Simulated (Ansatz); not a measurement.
## A computed series for Ti3MoB4: response to strain

Take Ti3MoB4 (space group Pm, No. 6; a cell from a computed database, its experimental status unchecked) as the base.

```yaml
crystal:
  lattice:
    - [4.50961, 0.00000, 0.00000]
    - [0.00000, 3.03540, 0.00000]
    - [-0.03695, 0.00000, 5.98239]
  atoms:
    - { symbol: Ti, position: [0.87497, 0.50000, 0.82447] }
    - { symbol: Ti, position: [0.37961, 0.00000, 0.67266] }
    - { symbol: Ti, position: [0.11877, 0.00000, 0.17777] }
    - { symbol: B, position: [0.10323, 0.50000, 0.47034] }
    - { symbol: B, position: [0.39782, 0.50000, 0.97092] }
    - { symbol: B, position: [0.89990, 0.00000, 0.53053] }
    - { symbol: B, position: [0.60287, 0.00000, 0.03163] }
    - { symbol: Mo, position: [0.62282, 0.50000, 0.32165] }
```

Cartesian axes are those of the cell as printed.

Strains are applied to the cell and any free atomic positions relax; under biaxial strain the out-of-plane vector relaxes too.

Calculations: Kohn–Sham DFT with the PBEsol functional, run in Ansatz (a quantum-chemistry and plane-wave program) with PAW and 420 eV plane waves, no spin-orbit coupling.

Notes on the quantities. pressure: mean of the normal stresses, compression positive; energy relative to the base: free energy F.

```csv
case,pressure,volume per atom,energy relative to the base,space group
base,0.0 GPa,10.24 Å³,0 meV/atom,Pm (No. 6)
"biaxial strain +0.50 %, plane normal [001], relaxed out of plane",-1.8 GPa,10.31 Å³,–,Pm (No. 6)
isotropic strain −0.85 %,6.7 GPa,9.98 Å³,+5.3 meV/atom,Pm (No. 6)
isotropic strain −0.34 %,2.6 GPa,10.13 Å³,…,Pm (No. 6)
isotropic strain +3.61 %,-21.1 GPa,11.39 Å³,+83 meV/atom,Pm (No. 6)
uniaxial strain ε_xx = −1.10 %,2.7 GPa,10.12 Å³,…,Pm (No. 6)
uniaxial strain ε_zz = +3.14 %,-6.9 GPa,10.56 Å³,+14 meV/atom,Pm (No. 6)
tensor shear ε_xy = +3.30 %,0.8 GPa,10.23 Å³,+29 meV/atom,P1 (No. 1)
```

### Question
What belongs in the blanks?

### Answer

- isotropic strain −0.34 %, energy relative to the base: +0.8 meV/atom
- uniaxial strain ε_xx = −1.10 %, energy relative to the base: +1.9 meV/atom

Without a gap, meshes like the base's 10×15×8 leave anisotropic stresses uncertain by several tenths of a GPa, and small strain energies with them. Whether these cells are dynamically stable was not tested. All final runs are without spin polarisation.
